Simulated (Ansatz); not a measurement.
## A computed series for WSe2: response to strain

Take WSe$_{2}$ in the 2H-MoS2 type structure (space group P6_3/mmc, No. 194; layered, stacked along the Cartesian z axis) as the base.

```xyz
6
Lattice="3.2995 0.0000 0.0000 -1.6498 2.8575 0.0000 0.0000 0.0000 13.1475" Properties=species:S:1:pos:R:3 pbc="T T T"
W      0.0000     1.9050     3.2869
W      1.6498     0.9525     9.8606
Se     0.0000     1.9050     8.1954
Se     1.6498     0.9525     1.6216
Se     1.6498     0.9525     4.9521
Se     0.0000     1.9050    11.5258
```

Cartesian axes are those of the cell as printed.

Strains are applied to the cell and any free atomic positions relax; under biaxial strain the out-of-plane vector relaxes too.

The values are results of r2SCAN+rVV10, PAW, 500 eV (Ansatz, an electronic-structure program; no SOC), earlier PAW set, not measurements.

| biaxial strain, plane normal [001], relaxed out of plane (%) | out-of-plane strain (%) |
|---|---|
| -4.25 | 2.00 |
| -1.83 | 0.83 |
| -1.55 | 0.70 |
| -0.64 | ? |
| 0 | 0.00 |

Problem. Fit ε⊥ = −νε + γε² (strains in %) to the rows shown and predict the withheld row.

Solution. Least squares on the printed values gives ν = 0.44 (the biaxial Poisson response) and γ = 0.007 (largest residual 0.00 %); this predicts 0.28 %, and the run gives 0.28 %, in agreement.

No phonon test of stability was made.
